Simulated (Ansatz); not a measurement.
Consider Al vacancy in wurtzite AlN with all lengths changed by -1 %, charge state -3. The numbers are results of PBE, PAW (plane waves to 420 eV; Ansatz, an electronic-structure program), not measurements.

Cell of 72 host sites held at the strained lattice (strain from the relaxed PBE one, atoms relaxed); a 2×2×2 k-point mesh shifted by half a step along c; Fermi-Dirac width 0.01 eV, spin-restricted; finite-size errors left in. Energies are static. The charge state is imposed; whether it is stable for some Fermi level was not computed. Forms of the defect that were not tried may lie lower.

A. a nearby Al atom hops onto the vacant site; the atom moves 2.97 Å along (-0.65, -0.32, -0.48) of the unit cell; the moving atom starts with neighbours N at 1.79, 2 N at 1.89, N at 1.93 Å and ends with N at 1.80, N at 1.90, 2 N at 1.93 Å; saddle order not checked, on a symmetry element.
B. a nearby Al atom hops onto the vacant site; the atom moves 3.00 Å along (-0.97, 0.00, 0.00) of the unit cell; the moving atom starts with neighbours N at 1.79, 2 N at 1.90, N at 1.92 Å and ends with N at 1.79, 2 N at 1.90, N at 1.92 Å; saddle order not checked, on a symmetry element.
C. a nearby Al atom hops onto the vacant site; the atom moves 4.33 Å along (-0.66, -1.33, -0.50) of the unit cell; the moving atom starts with neighbours 2 N at 1.87, N at 1.89, N at 1.90 Å and ends with 2 N at 1.88, 2 N at 1.89 Å; saddle order not checked, on a symmetry element.

A band can be held on a symmetry element, so unchecked saddle points there may be too high.

Problem. Put the candidates in order of forward barrier, lowest first, for PBE, PAW.

Solution. B (2.14 eV), A (2.26 eV), C (5.18 eV)
